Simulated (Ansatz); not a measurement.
## A computed series for W2C: pressure series

Base system: W₂C (space group P-3m1, No. 164; a = 3.035 Å, c = 4.656 Å).

Cell and atoms are relaxed at each pressure.

Level of theory: PBE-D3(BJ) in Ansatz (plane waves to 420 eV, PAW, spin-orbit coupling left out).

| case | c/a ratio | shortest interatomic distance |
|---|---|---|
| base | 1.534 | 4.001 bohr |
| pressure −2 GPa | 1.533 | 4.007 bohr |
| pressure −1 GPa | 1.533 | 4.004 bohr |
| pressure 0.3 GPa | 1.535 | 4.000 bohr |
| pressure 0.7 GPa | 1.535 | 3.998 bohr |
| pressure 1.5 GPa | 1.536 | 3.996 bohr |
| pressure 3 GPa | 1.537 | 3.991 bohr |
| pressure 5 GPa | 1.539 | 3.986 bohr |
| pressure 7.5 GPa | 1.541 | 3.979 bohr |
| pressure 10 GPa | 1.544 | 3.972 bohr |

Load acts through the strain it causes; cell and atoms are relaxed under it. No phonon test of stability was made. Competing high-pressure phases were not computed. The final runs are not spin-polarised.

Ansatz is a quantum-chemistry and plane-wave program.
